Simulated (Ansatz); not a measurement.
Ti4AlN3 (P6₃/mmc, No. 194), treated with LDA (plane waves, PAW; Ansatz, a program for electronic structure).

Numerical settings: plane-wave cutoff 520 eV, 24×24×4 k mesh (along the axes of the cell as run), Fermi–Dirac smearing 0.05 eV, no spin polarisation, scalar-relativistic PAW data made under PBE.

Properties against volume:

Shape and atoms are relaxed at each volume.

```
V (Å³/atom)  P (GPa)   c (Å)  a (Å)
-----------  -------  ------  -----
10.357          9.97  22.720  2.902
10.573          4.71  22.890  2.921
10.789          0.00  23.060  2.940
11.005         -4.23  23.230  2.958
11.220         -8.01  23.401  2.976
```

Note: the run has no spin polarisation, so it can have missed a magnetic state; the bulk modulus comes from volumes at which shape and atoms were relaxed.
